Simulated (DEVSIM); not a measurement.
System: illuminated GaAs p-on-n cell, one wavelength, at 250 K.

Layer 1 from the left is GaAs, thickness (μm) 0.150, Na (cm⁻³) 9e17, τn (s) 3.3e-11, τp (s) 6.2e-10, absorption coefficient (cm⁻¹) 10000. Layer 2 from the left is GaAs, thickness (μm) 2.70, Nd (cm⁻³) 2.9e16, τn (s) 2.2e-9, τp (s) 2.2e-9, absorption coefficient (cm⁻¹) 10000.

Left contact: ohmic, minority electron recombination velocity 4000 cm/s. Right contact: ohmic, minority hole recombination velocity 10 cm/s. Voltage is applied to the left contact. Recombination: SRH at mid-gap, radiative, Auger. Light enters at the left, 1.7e18 photons cm⁻² s⁻¹, one pass, no reflection. Mobility is μmin + (μ − μmin)/(1 + (N/Nref)^α).

Constants are typed, rounded textbook-type inputs, not results; the design itself was drawn at random and stands for no fabricated device. Values at 300 K; Nc and Nv go as T^1.5, mobilities as T to minus their exponent, the gap by Varshni's rule with the affinity fixed.

GaAs: gap (eV) 1.424, affinity (eV) 4.07, permittivity 12.9, Nc (cm⁻³) 4.7e17, Nv (cm⁻³) 9e18, μn (cm²/Vs) 8500, μp (cm²/Vs) 400, μn,min 500, μp,min 20, Nref,n 6e16, Nref,p 1.5e17, αn 0.39, αp 0.38, T exponent of μn 2.1, T exponent of μp 2.2, B (cm³/s) 2e-10, Cn (cm⁶/s) 1e-30, Cp (cm⁶/s) 1e-30, Varshni α (eV/K) 0.000541, Varshni β (K) 204.

DEVSIM, 1D drift-diffusion, Boltzmann statistics, complete ionisation; no tunnelling, impact ionisation, image-force lowering or self-heating.

Question: What does the simulation give for the short-circuit current, the share of generated pairs collected at short circuit, the potential step across the device at zero bias?

Answer: short-circuit current 198 mA/cm²; share of generated pairs collected at short circuit 0.773; potential step across the device at zero bias 1.348 V.
